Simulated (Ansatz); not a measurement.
Base system: ZnS in the zinc blende structure (space group F-43m, No. 216; a = 5.357 Å).

Computed with plane-wave PAW DFT at the PBEsol level (Ansatz, a program for electronic structure, 420 eV), without spin-orbit coupling, earlier PAW set.

Base values:

- Valley order: Γ 2.08 eV; X along ⟨100⟩ 3.17 eV; L along ⟨111⟩ 3.23 eV
- Electron mass: 0.17 mₑ (at Γ)

The change: the cell is scaled by 0.9894 in all directions; the atoms relax in the strained cell.

How does this affect the valley order, mean gap deformation potential ΔEg/Δln V, electron mass and energy relative to the base?

The valley order (the lowest conduction-band minima on the path, energy above the VBM, named in the base's zone) changes from Γ 2.08 eV; X along ⟨100⟩ 3.17 eV; L along ⟨111⟩ 3.23 eV to Γ 2.22 eV; X along ⟨100⟩ 3.10 eV; L along ⟨111⟩ 3.29 eV; the mean gap deformation potential ΔEg/Δln V amounts to -4.3 eV; the electron mass stays 0.17 mₑ (at Γ); the energy increases by 4.9 meV/atom.

Effective masses come from finite differences of ±0.01 Å⁻¹. Whether these cells are dynamically stable was not tested.
